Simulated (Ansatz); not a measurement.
Given:

```xyz
8
Lattice="0.0000 4.4306 4.4306 4.4306 0.0000 4.4306 4.4306 4.4306 0.0000" Properties=species:S:1:pos:R:3 pbc="T T T"
Cs     2.2153     2.2153     2.2153
Cs     0.0000     0.0000     0.0000
Nb     6.6458     6.6458     6.6458
Nb     4.4306     4.4306     4.4306
N      5.5382     5.5382     5.5382
N      5.5382     3.3229     3.3229
N      3.3229     3.3229     5.5382
N      3.3229     5.5382     3.3229
```

All values below come from PBEsol, rigid bands (plane waves, PAW, scalar-relativistic; Ansatz, a quantum-chemistry and plane-wave program). Geometry: cell and atoms relaxed with PBEsol.

Problem. Predict the electron conductivity mass (n e² τ/σ) at 300 K, by direction if it differs.

Solution. 0.41 mₑ.

Problem. Predict the hole conductivity mass (n e² τ/σ) at 300 K, by direction if it differs.

Solution. 0.53 mₑ.

Problem. And the band gap?

Solution. 1.69 eV at this level; semilocal functionals usually fall short of the measured gap.

Rigid bands, one relaxation time for all states, no polarons. Spin-orbit coupling is left out; where it splits the top of the valence band it changes the hole mass and lowers the gap by about a third of the splitting.

Computed structure with no diffraction record at hand here (it may be known, metastable or hypothetical): CsNbN2 (Fd-3m).
